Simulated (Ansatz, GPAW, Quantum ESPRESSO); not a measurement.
## Code comparison for ZrSnTe (P4/nmm, 6 atoms in the cell)

Self-consistent single point.

```
CELL_PARAMETERS angstrom
      4.09585     0.00000     0.00000
      0.00000     4.09585     0.00000
      0.00000     0.00000     8.78320
ATOMIC_POSITIONS crystal
  Zr 0.50000 0.00000 0.26357
  Zr 0.00000 0.50000 0.73643
  Sn 0.00000 0.00000 0.00000
  Sn 0.50000 0.50000 0.00000
  Te 0.50000 0.00000 0.61941
  Te 0.00000 0.50000 0.38059
```

Shared settings, as Ansatz (a program for electronic structure) writes them: kpoints.mp_grid.grid = 5 5 2; scf.occupations.method = gaussian; scf.occupations.width = 0.136 eV. Potentials and cutoffs stand in the table.

| code | model | pressure (GPa) | largest force (eV/Å) | cutoff |
|---|---|---|---|---|
| GPAW | PBEsol, GPAW PAW datasets PBEsol (made by gpaw-setup) | -3.61 | 0.127 | 600 eV |
| Quantum ESPRESSO | PBEsol, PseudoDojo standard norm-conserving (PBESOL) pseudopotentials | -3.15 | 0.105 | 85 Ry |
| Ansatz | PBEsol, PAW files made with PBE | -3.16 | 0.102 | 420 eV |

Size of the force on each atom (eV/Å): Sizes of forces hide their directions.

```tsv
code	Zr1	Zr2	Sn3	Sn4	Te5	Te6
GPAW	0.070	0.070	0.000	0.000	0.127	0.127
Quantum ESPRESSO	0.073	0.073	0.000	0.000	0.105	0.105
Ansatz	0.065	0.065	0.000	0.000	0.102	0.102
```

On Ansatz's run: spin-orbit coupling is off.

The spread over the programs that give each value: pressure within 0.46 GPa; largest force within 0.025 eV/Å.

Ansatz's pressure is given at a fixed set of plane waves, as the other plane-wave codes print theirs.

On the base mesh (5 5 3) the same programs gave: Ansatz pressure -3.18 GPa; Quantum ESPRESSO pressure -3.17 GPa; GPAW pressure -3.64 GPa.

The starting cell comes from a database of computed structures (which also holds hypothetical and non-ambient phases and stackings), without a prior relaxation at this level. Its lattice was rescaled by a random factor within 2.5 % of one.

Left out of this page: CP2K (on another mesh).

Keys are those of Ansatz 0.2.
